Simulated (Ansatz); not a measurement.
# Response to strain in BeSe

Take BeSe in the zinc blende structure (space group F-43m, No. 216) as the base.

```
BeSe
1.0
    0.00000     2.54081     2.54081
    2.54081     0.00000     2.54081
    2.54081     2.54081     0.00000
Be Se
1 1
Direct
  0.00000   0.00000   0.00000
  0.25000   0.25000   0.25000
```

Cartesian axes are those of the cell as printed.

Strains are applied to the cell and any free atomic positions relax; under biaxial strain the out-of-plane vector relaxes too.

The values are results of LDA, PAW, 420 eV (Ansatz, a program for electronic structure; spin-orbit coupling left out), not measurements.

Candidates:
(a) biaxial strain +2.50 %, plane normal [111], relaxed out of plane
(b) biaxial strain −2.50 %, plane normal [111], relaxed out of plane
(c) biaxial strain +2.08 %, plane normal [111], relaxed out of plane
(d) biaxial strain +0.83 %, plane normal [111], relaxed out of plane

Notes on the quantities. energy relative to the base: free energy F.

Task: Order them by energy relative to the base, highest first.

Result: (b) biaxial strain −2.50 %, plane normal [111], relaxed out of plane (+14 meV/atom), (a) biaxial strain +2.50 %, plane normal [111], relaxed out of plane (+12 meV/atom), (c) biaxial strain +2.08 %, plane normal [111], relaxed out of plane (+8.5 meV/atom), (d) biaxial strain +0.83 %, plane normal [111], relaxed out of plane (+1.4 meV/atom)

No phonon test of stability was made.
